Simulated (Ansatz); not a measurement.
Consider SiC in the wurtzite structure (space group P6_3mc, No. 186; a = 3.076 Å, c = 5.048 Å).

The change: a hydrostatic pressure of 10 GPa.

Levels (all Ansatz, a program for electronic structure, PAW): PBEsol (420 eV, no spin-orbit coupling); PBEsol+SOC (420 eV, noncollinear with spin-orbit coupling).

The geometry is relaxed with PBEsol.

| Item | Value |
|---|---|
| PBEsol lowest conduction level above the VBM at special points | K 2.05 eV; M 2.72 eV; L 3.26 eV; Γ 5.08 eV |
| PBEsol valence-band top at Γ | 0.00, 0.00, -0.11 eV |
| PBEsol width of the top valence band | 4.00 eV |
| PBEsol gap character | indirect, Γ → K |

### Question
Predict the lowest conduction level above the VBM at special points, valence-band top at Γ, width of the top valence band and gap character from PBEsol+SOC.

### Answer
The lowest conduction level above the VBM at special points changes from K 2.05 eV; M 2.72 eV; L 3.26 eV; Γ 5.08 eV to K 2.04 eV; M 2.72 eV; L 3.26 eV; Γ 5.07 eV; the valence-band top at Γ (three highest Kramers pairs, from the VBM) goes from 0.00, 0.00, -0.11 eV to 0.00, -0.01, -0.12 eV; the width of the top valence band stays 4.00 eV; the gap character remains indirect, Γ → K.

Single points use the geometry relaxed with PBEsol. Differences between runs with and without spin-orbit coupling are approximate. Load acts through the strain it causes; cell and atoms are relaxed under it. Whether these cells are dynamically stable was not tested. No other phases were tried under pressure.
